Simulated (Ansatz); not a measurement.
## Response to strain in ZnO

The reference is ZnO in the wurtzite structure (space group P6_3mc, No. 186; a = 3.1869 Å, c = 5.1526 Å). Axes: x lies along a and z along c of the hexagonal cell.

Strains are applied to the cell and any free atomic positions relax.

The values are results of plane-wave PAW DFT at the LDA level (Ansatz, an electronic-structure program, 420 eV), no SOC, not measurements.

Notes on the quantities. pressure: mean of the normal stresses, compression positive.

| case | band gap | shortest interatomic distance | pressure | electron mass |
|---|---|---|---|---|
| base | 0.80 eV | 1.944 Å | 0.0 kbar | 0.15 mₑ (at Γ) |
| uniaxial strain ε_xx = +0.60 % | 0.79 eV | 1.948 Å | -9.5 kbar | 0.15 mₑ (at Γ) |
| uniaxial strain ε_xx = +1.20 % | 0.78 eV | 1.952 Å | -18.9 kbar | 0.15 mₑ (at Γ) |
| uniaxial strain ε_xx = +1.80 % | 0.76 eV | 1.956 Å | -28.0 kbar | 0.14 mₑ (at Γ) |
| uniaxial strain ε_xx = +2.40 % | 0.75 eV | 1.960 Å | -36.8 kbar | 0.14 mₑ along x, 0.14 mₑ along y, 0.15 mₑ along z (at Γ) |
| uniaxial strain ε_xx = +3.00 % | 0.74 eV | 1.964 Å | -45.5 kbar | 0.14 mₑ along x, 0.14 mₑ along y, 0.15 mₑ along z (at Γ) |

Masses are band curvatures over ±0.01 Å⁻¹ around the edge. Gaps are read on the SCF mesh and a high-symmetry path. No phonon test of stability was made.
